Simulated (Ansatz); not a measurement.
Consider interstitial Li in bixbyite In2O3 with all lengths changed by +1 %, charge state +1. Computed with PBE, PAW (plane waves to 420 eV; Ansatz, a quantum-chemistry and plane-wave program).

Cell of 80 host sites held at the strained lattice (strain from the relaxed PBE one, atoms relaxed); one k-point at (0.250, 0.250, 0.250); Fermi-Dirac width 0.01 eV, spin-restricted; finite-size errors left in. Energies are static. The charge state is imposed; whether it is stable for some Fermi level was not computed. Sites that were not tried may lie lower.

Barriers: single points on a 2×2×2 k-point mesh shifted by half a step at the bands' geometries.

Relaxed starting cell (atoms counted from 1):

```yaml
crystal:
  lattice:
    - [10.39257, 0.00000, 0.00000]
    - [0.00000, 10.39257, 0.00000]
    - [0.00000, 0.00000, 10.39257]
  atoms:
    - { symbol: In, position: [0.74909, 0.24915, 0.24913] }
    - { symbol: In, position: [0.25031, 0.25008, 0.24914] }
    - { symbol: In, position: [0.25192, 0.74937, 0.24930] }
    - { symbol: In, position: [0.25136, 0.25026, 0.74997] }
    - { symbol: In, position: [0.99971, 0.24961, 0.46369] }
    - { symbol: In, position: [0.03406, 0.49720, 0.24923] }
    - { symbol: In, position: [0.46525, 0.49774, 0.75042] }
    - { symbol: In, position: [0.25086, 0.03475, 0.49839] }
    - { symbol: In, position: [0.74856, 0.46441, 0.49839] }
    - { symbol: In, position: [0.99971, 0.74961, 0.04318] }
    - { symbol: In, position: [0.03605, 0.00884, 0.74663] }
    - { symbol: In, position: [0.24987, 0.46645, 0.99918] }
    - { symbol: In, position: [0.46559, 0.00047, 0.24906] }
    - { symbol: In, position: [0.74952, 0.03283, 0.99917] }
    - { symbol: In, position: [0.49970, 0.24961, 0.03402] }
    - { symbol: In, position: [0.49970, 0.74962, 0.46276] }
    - { symbol: O, position: [0.34648, 0.61753, 0.88767] }
    - { symbol: O, position: [0.11125, 0.34529, 0.11578] }
    - { symbol: O, position: [0.88821, 0.15398, 0.11576] }
    - { symbol: O, position: [0.61106, 0.15391, 0.88314] }
    - { symbol: O, position: [0.38843, 0.34535, 0.88313] }
    - { symbol: O, position: [0.11668, 0.11155, 0.34458] }
    - { symbol: O, position: [0.88274, 0.38766, 0.34460] }
    - { symbol: O, position: [0.34405, 0.38442, 0.61099] }
    - { symbol: O, position: [0.11238, 0.15722, 0.61518] }
    - { symbol: O, position: [0.38271, 0.38874, 0.15360] }
    - { symbol: O, position: [0.61069, 0.34467, 0.38253] }
    - { symbol: O, position: [0.88696, 0.34200, 0.61516] }
    - { symbol: O, position: [0.38866, 0.15452, 0.38249] }
    - { symbol: O, position: [0.61667, 0.11049, 0.15354] }
    - { symbol: O, position: [0.38317, 0.61028, 0.34451] }
    - { symbol: O, position: [0.61623, 0.88880, 0.34455] }
    - { symbol: O, position: [0.15441, 0.38330, 0.38864] }
    - { symbol: O, position: [0.15559, 0.88541, 0.61097] }
    - { symbol: O, position: [0.11687, 0.88897, 0.15548] }
    - { symbol: O, position: [0.88251, 0.61036, 0.15539] }
    - { symbol: O, position: [0.34501, 0.11667, 0.11076] }
    - { symbol: O, position: [0.34552, 0.88275, 0.38774] }
    - { symbol: O, position: [0.15488, 0.11601, 0.88854] }
    - { symbol: O, position: [0.15462, 0.61624, 0.11274] }
    - { symbol: In, position: [0.25997, 0.75435, 0.74649] }
    - { symbol: In, position: [0.73941, 0.74487, 0.74649] }
    - { symbol: In, position: [0.74807, 0.24894, 0.74996] }
    - { symbol: In, position: [0.74748, 0.74984, 0.24928] }
    - { symbol: In, position: [0.49970, 0.74961, 0.96734] }
    - { symbol: In, position: [0.53409, 0.00150, 0.75043] }
    - { symbol: In, position: [0.96528, 0.00202, 0.24925] }
    - { symbol: In, position: [0.75027, 0.53322, 0.00046] }
    - { symbol: In, position: [0.24914, 0.96592, 0.00048] }
    - { symbol: In, position: [0.49970, 0.24959, 0.53315] }
    - { symbol: In, position: [0.53386, 0.49875, 0.24905] }
    - { symbol: In, position: [0.74840, 0.96540, 0.49884] }
    - { symbol: In, position: [0.96344, 0.49035, 0.74663] }
    - { symbol: In, position: [0.25095, 0.53386, 0.49885] }
    - { symbol: In, position: [0.99969, 0.74962, 0.52496] }
    - { symbol: In, position: [0.99972, 0.24962, 0.96631] }
    - { symbol: O, position: [0.84500, 0.11589, 0.38857] }
    - { symbol: O, position: [0.61049, 0.84546, 0.61476] }
    - { symbol: O, position: [0.38895, 0.65378, 0.61472] }
    - { symbol: O, position: [0.11287, 0.65240, 0.38372] }
    - { symbol: O, position: [0.88659, 0.84687, 0.38368] }
    - { symbol: O, position: [0.61624, 0.60827, 0.84624] }
    - { symbol: O, position: [0.38317, 0.89093, 0.84628] }
    - { symbol: O, position: [0.84471, 0.88300, 0.11267] }
    - { symbol: O, position: [0.61130, 0.65373, 0.11607] }
    - { symbol: O, position: [0.89062, 0.87667, 0.66431] }
    - { symbol: O, position: [0.10844, 0.84264, 0.88221] }
    - { symbol: O, position: [0.38801, 0.84545, 0.11606] }
    - { symbol: O, position: [0.89094, 0.65657, 0.88215] }
    - { symbol: O, position: [0.10876, 0.62253, 0.66426] }
    - { symbol: O, position: [0.88289, 0.11194, 0.84420] }
    - { symbol: O, position: [0.11654, 0.38711, 0.84423] }
    - { symbol: O, position: [0.65292, 0.88167, 0.88776] }
    - { symbol: O, position: [0.65437, 0.38259, 0.11084] }
    - { symbol: O, position: [0.61565, 0.38719, 0.65400] }
    - { symbol: O, position: [0.38377, 0.11216, 0.65396] }
    - { symbol: O, position: [0.84381, 0.61387, 0.61086] }
    - { symbol: O, position: [0.84461, 0.38318, 0.88848] }
    - { symbol: O, position: [0.65398, 0.61647, 0.38779] }
    - { symbol: O, position: [0.65528, 0.11480, 0.61104] }
    - { symbol: Li, position: [0.99966, 0.74961, 0.77660] }
```
Cell charge +1.

End state 1 differs by these moves (Å; atoms that move under 0.08 Å are left out):

```
atom  element     Δx     Δy     Δz
----  -------  -----  -----  -----
3          In  -0.07   0.03   0.11
10         In  -0.10   0.03  -0.08
11         In  -0.02  -0.09   0.01
12         In   0.00  -0.11   0.00
41         In  -0.06  -0.02  -0.08
42         In   0.11   0.04   0.01
45         In   0.10   0.03  -0.05
49         In   0.01   0.09  -0.01
53         In   0.03   0.10   0.03
55         In  -0.02  -0.01   0.09
66          O  -0.06   0.12  -0.10
67          O   0.15  -0.08   0.08
68          O  -0.12  -0.11  -0.08
70          O   0.09  -0.12  -0.12
81         Li   2.60  -0.28   2.31
```

Task: What forward and backward barriers to end state 1 does PBE, PAW give?

Result: forward 0.50 eV, backward 0.50 eV; at the saddle point atom 81 has neighbours In at 2.48, In at 2.63, In at 2.66, In at 2.67; O at 2.10, O at 2.15, O at 2.16, O at 2.43, O at 2.45, O at 2.50 Å. The saddle point's order was not checked.

End state 2 differs by these moves (Å; atoms that move under 0.08 Å are left out):

| atom | element | Δx | Δy | Δz |
|---|---|---|---|---|
| 6 | In | -0.01 | 0.04 | 0.10 |
| 10 | In | -0.01 | 0.10 | -0.12 |
| 11 | In | -0.01 | -0.09 | 0.00 |
| 12 | In | 0.11 | 0.01 | 0.01 |
| 18 | O | -0.08 | 0.06 | -0.02 |
| 36 | O | 0.03 | -0.07 | -0.08 |
| 40 | O | -0.07 | -0.02 | -0.10 |
| 41 | In | -0.09 | -0.03 | 0.01 |
| 42 | In | 0.14 | 0.04 | 0.02 |
| 48 | In | -0.10 | -0.01 | -0.03 |
| 53 | In | 0.04 | 0.08 | -0.08 |
| 56 | In | 0.02 | -0.10 | 0.00 |
| 66 | O | -0.07 | 0.11 | -0.11 |
| 69 | O | 0.06 | -0.09 | 0.02 |
| 70 | O | 0.10 | -0.11 | -0.15 |
| 72 | O | -0.01 | 0.09 | 0.07 |
| 78 | O | 0.07 | 0.01 | 0.07 |
| 81 | Li | 0.01 | -2.59 | 2.31 |

Task: What is the computed forward and backward barriers to end state 2 (PBE, PAW)?

Result: forward 0.78 eV, backward 0.41 eV; at the saddle point atom 81 has neighbours 3 In at 2.50; 3 O at 1.99 Å. The saddle point's order was not checked, and it lies on a symmetry element of the cell, where a band can be held.
